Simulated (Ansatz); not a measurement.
Carrier doping in BN

Consider BN in the wurtzite structure (space group P6_3mc, No. 186; a = 2.554 Å, c = 4.224 Å).

Carriers are added at fixed cell with a uniform background; the Fermi–Dirac width is that of 300 K.

All numbers come from Ansatz (a program for electronic structure) PBE, spin-orbit coupling left out, earlier PAW set.

Notes on the quantities. Fermi level from band edge: Fermi level relative to the doped band's edge (positive inside the band; to 0.05 eV).

```tsv
change	Fermi level from band edge	gap between the host's bands
undoped	–	5.22 eV
electrons 1.0×10^21 cm⁻³	+0.50 eV	5.12 eV
electrons 3.0×10^21 cm⁻³	+1.00 eV	4.94 eV
electrons 1.0×10^22 cm⁻³	+1.80 eV	4.47 eV
electrons 2.0×10^22 cm⁻³	+2.25 eV	4.03 eV
holes 1.0×10^21 cm⁻³	+0.25 eV	5.21 eV
holes 3.0×10^21 cm⁻³	+0.45 eV	5.20 eV
holes 1.0×10^22 cm⁻³	+0.95 eV	5.25 eV
holes 2.0×10^22 cm⁻³	+1.35 eV	5.33 eV
```

Carriers are added with a uniform compensating background; total energy and stress of such cells depend on the potential's zero and are not compared; many-body gap narrowing is missing at this level. Stability against distortions was not tested.
